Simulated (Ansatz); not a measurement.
**GaN (space group P4_2/mnm, No. 136; a hypothetical phase, not in the database extracts checked)**

GaN is taken in the tetragonal space group P4₂/mnm (No. 136), Pearson symbol tP8. Cell: a = b = 5.4704 Å, c = 3.1829 Å, α = β = γ = 90.00°. Ga on 4g has 4 N at 1.917–1.980 Å. N on 4f is coordinated by 4 Ga at 1.917–1.980 Å. (Neighbours: up to the widest gap in distance over summed covalent radii, below 1.35, at either atom; cation-cation and far metal-metal contacts left out.)

Calculations: DFT with PBEsol, PAW potentials and a 420 eV plane-wave cutoff in Ansatz (a program for electronic structure), no spin-orbit coupling. k-mesh 6×6×10 (Γ-centred); smearing 0.05 eV (Fermi–Dirac).

- Volume per atom = 11.91 Å³
- Density = 5.84 g/cm³
- Band gap = 1.87 eV, indirect, M–Γ (86 % along) → Γ
- Electron mass = 0.17 mₑ
- Lowest conduction-band minima above the VBM = Γ 1.87 eV
- Total energy = -2061.367 eV/atom (σ→0; compares only within this code and set-up)

Masses are band curvatures over ±0.01 Å⁻¹ around the edge. No phonon test of stability was made.
